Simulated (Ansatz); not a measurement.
The parent structure is PtSe₂ in the CdI2 type structure (space group P-3m1, No. 164; a = 3.772 Å, c = 4.821 Å; layered; relaxed with 0.1 eV smearing). Axes: x lies along a and z along c of the hexagonal cell.

All numbers come from PBE-D3(BJ)/PAW in Ansatz (a first-principles code), scalar-relativistic without spin-orbit coupling.

Base values:

Shortest interatomic distance: 2.526 Å

The change: biaxial strain −0.81 %, plane normal [001], relaxed out of plane (Cartesian); in-plane vectors clamped, the third vector and the atoms free.

Problem. What does the calculation give for the in-plane stress after the change?

Solution. The mean in-plane stress (compression positive) is +1.6 GPa.

Problem. What happens to the out-of-plane strain?

Solution. The out-of-plane strain comes out as +1.13 %.

Problem. What happens to the shortest interatomic distance?

Solution. The shortest interatomic distance drops by 0.006 Å (2.526 Å → 2.520 Å).

Stability against distortions was not tested. All final runs are without spin polarisation.
